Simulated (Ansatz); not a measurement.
Start from Cu in the fcc (Cu type) structure (space group Fm-3m, No. 225).

```xyz
1
Lattice="0.0000 1.7819 1.7819 1.7819 0.0000 1.7819 1.7819 1.7819 0.0000" Properties=species:S:1:pos:R:3 pbc="T T T"
Cu     0.0000     0.0000     0.0000
```

Cartesian axes are those of the cell as printed.

The values are results of PBEsol in Ansatz (plane waves to 420 eV, PAW, spin-orbit coupling left out), not measurements.

Strains are applied to the cell and any free atomic positions relax.

One change was made to it. Results:

| quantity | base | after |
|---|---|---|
| energy relative to the base (free energy F) | 0 meV/atom | +3.9 meV/atom |
| pressure (mean of the normal stresses, compression positive) | 0.0 GPa | 0.2 GPa |
| shortest interatomic distance | 4.762 bohr | 4.683 bohr |

Problem. Name the change that was made.
A) tensor shear ε_xy = −1.65 %
B) uniaxial strain ε_zz = +1.31 %
C) uniaxial strain ε_zz = −4.66 %
D) isotropic strain +1.36 %

Solution. A, tensor shear ε_xy = −1.65 %. For comparison, the energy relative to the base in the other runs: uniaxial strain ε_zz = −4.66 % gives +18 meV/atom; uniaxial strain ε_zz = +1.31 % gives +1.3 meV/atom; isotropic strain +1.36 % gives +9.4 meV/atom.

Without a gap, meshes like the base's 22×22×22 leave anisotropic stresses uncertain by several tenths of a GPa, and small strain energies with them. Stability against distortions was not tested. The final runs are not spin-polarised.

Ansatz is a quantum-chemistry and plane-wave program.
